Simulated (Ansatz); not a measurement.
Input and output of a self-consistent single point for a (100) slab of MgB2 (cut from a parent of space group no. 191; 9 atoms in the cell) (Ansatz, a first-principles code).

Computed with PBEsol, default PAW files made with PBE (plane waves; Ansatz).

```yaml
crystal:
  lattice:
    - [3.10545, 0.00000, 0.00000]
    - [0.00000, 3.53760, 0.00000]
    - [0.00000, 0.00000, 21.17181]
  atoms:
    - { symbol: Mg, position: [0.25000, 0.00000, 0.37297] }
    - { symbol: B, position: [0.75000, 0.50000, 0.33063] }
    - { symbol: B, position: [0.75000, 0.50000, 0.41532] }
    - { symbol: Mg, position: [0.75000, 0.00000, 0.50000] }
    - { symbol: B, position: [0.25000, 0.50000, 0.45766] }
    - { symbol: B, position: [0.25000, 0.50000, 0.54234] }
    - { symbol: Mg, position: [0.25000, 0.00000, 0.62703] }
    - { symbol: B, position: [0.75000, 0.50000, 0.58468] }
    - { symbol: B, position: [0.75000, 0.50000, 0.66937] }
```

Reference input (self-consistent single point, DFT, PBEsol, plane waves, default PAW files made with PBE): basis.ecutwfc = 420 eV; kpoints.mp_grid.grid = 10 9 1; hamiltonian.xc = pbesol; hamiltonian.pseudopotentials = {kind: paw} (the program's default PAW files); scf.occupations.method = fermi_dirac; scf.occupations.width = 0.1 eV. This run's input differs from it in these lines:

Ansatz 0.2 input:
```diff
@@ -16,3 +16,3 @@
 basis:
-  ecutwfc: 420.0
+  ecutwfc: 295.0
 kpoints:
```

Output, abridged:

```
SCF iter   1: F=—  HF=-6646.554933 eV  |F-HF|=—  |Δ(HF+E_count)|=         —  Δρ=6.14e-3  dr2=3.38e-1  ethr=1.77e-3  ⟨swp⟩=8.4  Hψ=5138  notcnv=0  defer=15
all-band conjugate gradients solve this SCF's bands
preconditioner: auto → LDOS
SCF iter   2: F=—  HF=-6646.514760 eV  |F-HF|=—  |Δ(HF+E_count)|=   4.02e-2  Δρ=1.98e-3  dr2=1.35e-2  ethr=7.04e-4  ⟨swp⟩=2.2  Hψ=1494  notcnv=0  defer=40
   [... lines left out ...]
SCF iter   4: F=—  HF=-6646.515646 eV  |F-HF|=—  |Δ(HF+E_count)|=   6.79e-5  Δρ=2.03e-4  dr2=4.05e-4  ethr=2.42e-6  ⟨swp⟩=2.4  Hψ=1403  notcnv=0  defer=40
SCF iter   5: F=—  HF=-6646.515611 eV  |F-HF|=—  |Δ(HF+E_count)|=   3.53e-5  Δρ=4.93e-5  dr2=5.11e-6  ethr=8.45e-7  ⟨swp⟩=2.0  Hψ=1226  notcnv=0  defer=40
SCF iter   6: F=—  HF=-6646.515588 eV  |F-HF|=—  |Δ(HF+E_count)|=   2.31e-5  Δρ=1.00e-5  dr2=2.84e-7  ethr=1.06e-8  ⟨swp⟩=2.9  Hψ=1728  notcnv=0  defer=40
SCF iter   7: F=-6646.515589 eV  HF=-6646.515589 eV  |F-HF|=1.94e-8  |Δ(HF+E_count)|=   1.12e-6  Δρ=2.19e-6  dr2=1.72e-8  ethr=2.08e-10  ⟨swp⟩=12.5  Hψ=4757  notcnv=0
SCF 1 converged in 7 iterations: F = -6646.515589 eV  dr2 = 1.72e-8
Free energy (F): -6646.515589 eV
Internal energy: -6646.415872 eV  (E = F + TS)
E sigma→0 (E₀):  -6646.465731 eV
Entropy (-TS):   -0.099717 eV (-11.080 meV/atom)
Fermi energy:    -0.184985 eV
--- Forces (eV/Å), atoms counted from 1 ---
  atom   1  Mg     0.00000000    -0.00000000    -0.89265388
  atom   2  B      0.00000000     0.00000000     1.98122943
  atom   3  B      0.00000000    -0.00000000    -0.31506479
  atom   4  Mg     0.00000000     0.00000000     0.00000000
  atom   5  B      0.00000000    -0.00000000    -0.57171563
  atom   6  B      0.00000000     0.00000000     0.57171563
  atom   7  Mg     0.00000000     0.00000000     0.89265388
  atom   8  B      0.00000000     0.00000000     0.31506479
  atom   9  B      0.00000000    -0.00000000    -1.98122943
--- Stress (GPa, compression-positive) ---
       -4.508314       0.000000      -0.000000
        0.000000      -1.777119      -0.000000
       -0.000000      -0.000000      -5.013196
  P = ⅓ Tr σ = -3.7662 GPa (-37.662 kbar)
  The stress holds the Pulay correction. Without it, at fixed plane waves, as pw.x and ABINIT print it: P = -5.2560 GPa
```

The run converged in 7 iterations. Against the reference run the free energy rises by 43.9 meV/atom and the largest force hardly changes (1.977 to 1.981 eV/Å).

The starting cell has typed, rounded lattice constants, without a prior relaxation at this level. The slab is cut from that crystal, and its faces are unrelaxed. Its lattice was rescaled by up to half a per cent. Spin polarisation is off, though cut faces can carry moments; the slab shows no gap. Forces in this geometry exceed 1 eV/Å. The cutoff lies below the one recommended for these files.
